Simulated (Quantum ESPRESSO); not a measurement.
Quantum ESPRESSO is run on SiMo (P-6m2, 2 atoms in the cell), and the run fails. The aim is a self-consistent single point with DFT, PBEsol, plane waves, GBRV 1.5 ultrasoft (PBESOL) pseudopotentials.

Cell that was meant: a = 3.1311 Å, b = 3.1311 Å, c = 3.5205 Å, α = 90.00°, β = 90.00°, γ = 120.00°.

Part of the input:

```fortran
Si    0.00000000    0.00000000    0.00000000
Mo    0.33333333    0.66666667    0.50000000
K_POINTS {automatic}
10 10 8
CELL_PARAMETERS {angstrom}
   3.13108334     0.00000000     0.00000000
  -1.56554167     2.71159771     0.00000000
```

Log, with long lists cut:

```
     This program is part of the open-source Quantum ESPRESSO suite
     for quantum simulation of materials; please cite

 %%%%%%%%%%%%%%%%%%%%%%%%%%%%%%%%%%%%%%%%%%%%%%%%%%%%%%%%%%%%%%%%%%%%%%%%%%%%%%
     Error in routine card_kpoints (1):
      end of file while reading automatic k points
 %%%%%%%%%%%%%%%%%%%%%%%%%%%%%%%%%%%%%%%%%%%%%%%%%%%%%%%%%%%%%%%%%%%%%%%%%%%%%%

     stopping ...
```

Problem. From the messages shown, name the fault and mend the input.

Solution. The fault is an automatic mesh without its three shifts. The card takes six integers. To fix it, add the shifts. The program stopped before any SCF iteration.

An input that runs soundly differs in these lines (not the only fix; some lines may just follow from the change or write a value another way):
```diff
-10 10 8
+10 10 8  0 0 0
```

With that input, the run converged in 11 iterations: free energy E − TS -2026.5627 eV; Fermi level (on the code's own zero) 15.40 eV; pressure -5.82 GPa (DFT, PBEsol, plane waves, GBRV 1.5 ultrasoft (PBESOL) pseudopotentials).

On the sound input: the starting cell comes from a database of computed structures (which also holds hypothetical and non-ambient phases and stackings), without a prior relaxation at this level. Its lattice was rescaled by a random factor within 2.5 % of one. Spin polarisation is off. With a pressure of about -6 GPa the cell is away from its equilibrium volume at this level.
